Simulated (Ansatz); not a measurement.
Consider AlN in the wurtzite structure (space group P6_3mc, No. 186; a = 3.114 Å, c = 4.984 Å).

The change: every Al is replaced by Ga, then cell and atoms are relaxed.

Levels (all Ansatz, a quantum-chemistry and plane-wave program, PAW): PBEsol (420 eV, no SOC); r2SCAN (500 eV, spin-orbit coupling left out); HSE06 (420 eV, no SOC).

At the geometry relaxed with PBEsol, these levels gave the following band gaps, in shuffled order: (a) 2.35 eV, (b) 3.19 eV, (c) 1.88 eV.

Q: Match each gap to its level.

A: (a) r2SCAN; (b) HSE06; (c) PBEsol.

Single points use the geometry relaxed with PBEsol. Stability against distortions was not tested.
